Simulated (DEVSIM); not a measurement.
Device: abrupt Ge p-n junction, at 300 K.

Layer 1 from the left is Ge, thickness (μm) 0.270, Na (cm⁻³) 1.8e17, τn (s) 6.7e-5, τp (s) 6.7e-5. Layer 2 from the left is Ge, thickness (μm) 56.0, Nd (cm⁻³) 7.9e16, τn (s) 6.7e-5, τp (s) 6.7e-5.

Left contact: ohmic. Right contact: ohmic. Voltage is applied to the left contact. Recombination: SRH at mid-gap, radiative, Auger. Mobility is constant in doping.

Constants are typed, rounded textbook-type inputs, not results; the design itself was drawn at random and stands for no fabricated device. Values at 300 K.

Ge: gap (eV) 0.664, affinity (eV) 4, permittivity 16, Nc (cm⁻³) 1.04e19, Nv (cm⁻³) 6e18, μn (cm²/Vs) 3900, μp (cm²/Vs) 1900, B (cm³/s) 6.4e-14, Cn (cm⁶/s) 1e-31, Cp (cm⁶/s) 1e-31.

**Question.** Estimate by hand the built-in potential, the peak field at zero bias, and compare with a numerical solution.

**Answer.** 
- Built-in potential: ni = √(Nc Nv) exp(−Eg/2kT) = 2.09e13 cm⁻³ with Eg = 0.664 eV; Vbi = kT/q ln(Na Nd/ni²) = 0.447 V; numerical 0.447 V.
- Peak field at zero bias: depletion approximation: W = √(2εVbi/(qN)) = 0.120 μm with N = 5.49e16 cm⁻³; field = 2Vbi/W = 74500 V/cm; numerical 70100 V/cm (estimate above by 6.3 %).

DEVSIM, 1D drift-diffusion, Boltzmann statistics, complete ionisation; no tunnelling, impact ionisation, image-force lowering or self-heating.
